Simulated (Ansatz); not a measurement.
## How the cohesive energy of BAs (model structure, started from the CdTe type, P6₄22, No. 181, 6 atoms in the cell) moves with the method

No measured value is used here.

Question: Put these levels in order of the cohesive energy that they give for BAs (model structure, started from the CdTe type, P6₄22, No. 181, 6 atoms in the cell), smallest first: LDA (Ansatz, a first-principles code), PBE (Ansatz), PBE-D3(BJ) (Ansatz), r²SCAN+rVV10 (Ansatz).

Answer: PBE (4.19 eV/atom), r²SCAN+rVV10 (4.32 eV/atom), PBE-D3(BJ) (4.54 eV/atom), LDA (5.19 eV/atom)

Unless a cell is named, each level is at its own relaxed cell (LDA 12.30, PBE 12.92, PBE-D3(BJ) 12.52, r²SCAN+rVV10 12.72 Å³/atom).

Each level is taken at its own relaxed cell. Cutoffs differ between the levels. Ansatz's density-functional and Hartree–Fock values are scalar-relativistic unless marked +SOC, with PAW data made under PBE.

A model structure was made by putting elements into a prototype or built by hand; it is no filed structure, need not be a known phase, and can be a saddle point held by its symmetry.
